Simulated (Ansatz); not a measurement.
We consider cubic perovskite EuTiO₃, described by r²SCAN in Ansatz (PAW).

The input as run:

Ansatz 0.2 input:
```yaml
crystal:
  lattice:
    - [3.8465600558, 0.0, 0.0]
    - [0.0, 3.8465600558, 0.0]
    - [0.0, 0.0, 3.8465600558]
  atoms:
    - { symbol: Eu, position: [0.0, 0.0, 0.0], spin: 7.0 }
    - { symbol: Ti, position: [0.5, 0.5, 0.5], spin: 0.0 }
    - { symbol: O, position: [0.5, 0.0, 0.5], spin: 0.0 }
    - { symbol: O, position: [0.0, 0.5, 0.5], spin: 0.0 }
    - { symbol: O, position: [0.5, 0.5, 0.0], spin: 0.0 }
basis:
  ecutwfc: 560
  ecutrho_ratio: 4
  xc_grid: 3
kpoints:
  mp_grid: { grid: [14, 14, 14] }
hamiltonian:
  xc: r2scan
  dispersion: none
  pseudopotentials: { kind: paw }
scf:
  occupations: { method: fermi_dirac, width: 0.05 }
  convergence: { dr2_threshold: 0.0000000005 }
output:
  forces: true
  stress: true
  eigenvalues: true
magnetization:
  spin_polarized: true
```

The run printed, among other lines:

```
Crystal: 5 atoms, lattice volume = 56.914 Å³
Basis set: ecut = 560 eV, 1743 PW (Γ), exchange–correlation on 90×90×90 points (27 copies of the dense FFT grid, shifted against one another)
Bands: 33, of which v1, the nominal top of the filled ones, is band 24 counted from 1 (23 counted from 0)
Symmetry: 48 space group operations
Space group: Pm-3m (ITA 221), of the structure as read, at distance tolerance 3.8e-5 Å
k-points: 120 of 2744
Initial density: superposition of atomic densities (chi_scale 0.1, normalization cell, long waves kept (reshape's long-wave potential 0.01 eV rms))
Functional: x = r2scan, c = r2scan; τ floored in thin density (d = 2e-4 eV/Å³)
spin=Collinear: Kerker preconditioning applied to the charge; magnetization (m = ρ↑ − ρ↓) channel mixes plain (no charge-response kernel on spin).
SCF 1 converged in 24 iterations: F = -12999.769992 eV  dr2 = 3.23e-10
SCF converged after 24 iterations
Magnetization: 6.9345 μB (26.9673 up, 20.0327 down)
Free energy (F): -12999.769992 eV
Internal energy: -12999.749294 eV  (E = F + TS)
E sigma→0 (E₀):  -12999.759643 eV
Fermi energy:    14.994292 eV
--- Forces (eV/Å), atoms counted from 1 ---
  atom   1  Eu    -0.00000000     0.00000000     0.00000000
  atom   2  Ti     0.00000000    -0.00000000     0.00000000
  atom   3  O      0.00000000    -0.00000000    -0.00000000
  atom   4  O      0.00000000    -0.00000000    -0.00000000
  atom   5  O      0.00000000    -0.00000000     0.00000000
--- Stress (GPa, compression-positive) ---
        8.701148       0.000000       0.000000
        0.000000       8.701148       0.000000
        0.000000       0.000000       8.701148
  P = ⅓ Tr σ = 8.7011 GPa (87.011 kbar)
```

The cell is one volume of an energy–volume scan, off the minimum.

The PAW data were made under PBE.

The run is spin-polarised with parallel starting moments, which need not be the measured order.

Note: the magnetic order was assumed, not searched for or taken from measurement. Note: the 4f shell is treated without U or exact exchange, so its levels and filling can be wrong. Note: functionals without U or exact exchange can leave correlated insulators metallic, so the missing gap need not be real.

Ansatz is a program for electronic structure.
